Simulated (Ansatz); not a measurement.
Given:

End structure of the (101) surface of litharge SnO in its 1x1 cell (cut with top plane O, bottom plane O), outermost plane spacing 0.73 Å in the ideal cut:

```
CELL_PARAMETERS angstrom
      3.83532     0.00000     0.00000
      0.00000     6.11324     0.00000
      0.00000     0.00000    29.50000
ATOMIC_POSITIONS crystal
  O  0.00000 0.61499 0.27415
  Sn 0.50000 0.74503 0.29874
  Sn 0.00000 0.27565 0.29593
  O  0.50000 0.41399 0.32438
  O  0.00000 0.21349 0.37381
  Sn 0.50000 0.36009 0.39865
  Sn 0.00000 0.87329 0.39907
  O  0.50000 0.01535 0.42423
  O  0.00000 0.81926 0.47418
  Sn 0.50000 0.96639 0.49943
  Sn 0.00000 0.47518 0.50057
  O  0.50000 0.62231 0.52582
  O  0.00000 0.42623 0.57577
  Sn 0.50000 0.56828 0.60093
  Sn 0.00000 0.08148 0.60135
  O  0.50000 0.22808 0.62619
  O  0.00000 0.02759 0.67562
  Sn 0.50000 0.16592 0.70407
  Sn 0.00000 0.69654 0.70126
  O  0.50000 0.82658 0.72585
```

Set-up: 20 atoms, O10Sn10, 13.4 Å thick at the start; mesh 7x4x1; 0.025 eV smearing; dipole correction on; all atoms relaxed; symmetry of the start imposed; no spin, no spin-orbit, no U.

**Question.** Estimate the surface energy (mean of both faces) that PBE with D3(BJ) dispersion run with Ansatz (a first-principles code) returns for this input.

**Answer.** 0.56 J/m^2
